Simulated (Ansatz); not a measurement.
Rh2O3 (R-3c, No. 167, 10 atoms in the cell; start mp-542734), treated with r²SCAN+SOC (PAW; Ansatz, a quantum-chemistry and plane-wave program).

Numerical settings: plane-wave cutoff 560 eV, 6×6×6 k mesh, Fermi–Dirac smearing 0.01 eV, PAW data made under PBE.

Cell (relaxed with PBEsol):

```yaml
crystal:
  lattice:
    - [2.55437, 1.47477, 4.60730]
    - [-2.55437, 1.47477, 4.60730]
    - [0.00000, -2.94953, 4.60730]
  atoms:
    - { symbol: Rh, position: [0.84934, 0.84934, 0.84934] }
    - { symbol: Rh, position: [0.15066, 0.15066, 0.15066] }
    - { symbol: Rh, position: [0.65066, 0.65066, 0.65066] }
    - { symbol: Rh, position: [0.34934, 0.34934, 0.34934] }
    - { symbol: O, position: [0.04968, 0.45032, 0.75000] }
    - { symbol: O, position: [0.95032, 0.54968, 0.25000] }
    - { symbol: O, position: [0.75000, 0.04968, 0.45032] }
    - { symbol: O, position: [0.25000, 0.95032, 0.54968] }
    - { symbol: O, position: [0.45032, 0.75000, 0.04968] }
    - { symbol: O, position: [0.54968, 0.25000, 0.95032] }
```

Task: Predict the band gap and direct gap at Γ.

Result: 
- band gap = 1.05 eV (on the SCF k mesh)
- direct gap at Γ = 1.29 eV

Note: cell and atoms aren't relaxed at this level (largest force component 0.09 eV/Å, pressure 4.4 GPa).

Static lattice: no zero-point or thermal effects.

It cost roughly 6 core-minutes of CPU time.

A start named mp-… is a Materials Project structure, which need not be a measured phase.
